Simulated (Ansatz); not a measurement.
Pd: stress against strain

Pd (fcc, Fm-3m, 14.171 Å³/atom at rest) under an equal strain ε in the (111) plane with the normal axis free, as in a coherent film. LDA in Ansatz, a plane-wave DFT program (PAW, default set), 420 eV, 29×29×29 Γ-centred mesh, Fermi-Dirac smearing 0.10 eV; ions are relaxed within the symmetry of each cell. Stress is positive for a compressed cell.

Here s stands for strain and y for stress xx.

```
strain (%)  stress xx (GPa)
----------  ---------------
-2.50                     ?
-1.25                  4.87
-0.83                  3.14
-0.42                  1.55
0.00                   0.00
0.42                  -1.46
0.83                  -2.81
1.25                  -4.12
```

Fit y of the 7 rows that show it with a straight line. Means: s 0, y 0.167. About the means, the sum of products is -17.440 and the sum of squares of s is 4.8556; the slope is their ratio. Least squares gives y = 0.167 - 3.5918·s. Residuals (row less fit): 0.213, -0.008, -0.126, -0.167, -0.118, 0.004, 0.203; standard error 0.170 (degrees of freedom: 5). The slope gives the biaxial elastic modulus of this plane = 359 ± 8 GPa.

Estimate the missing y (s = -2.50); what did the run itself give?

y = 0.167 - 3.5918 × (-2.50) = 9.146 GPa. The calculation gives 10.64 GPa, 1.494 GPa above the prediction (10.1 % of the range of y in the table). The row lies outside the fitted rows, so this is an extrapolation. From the scatter of the fitted rows alone, a prediction at this place has a standard error of 0.265 GPa, so the miss is 5.6 times that.

One order more, fitted to all 13 runs of the series, follows each within 0.06, so the miss is the next term of a smooth law. In a metal these values are sensitive to mesh and smearing; energies are taken to zero smearing, stresses follow the free energy. Rows are the converged runs of the series near zero and its far end; series whose fitted rows scatter by over a few per cent of the range, as at a crossing or softening among them, aren't shown in this form. Most that stay on the fit to the last digits aren't either.
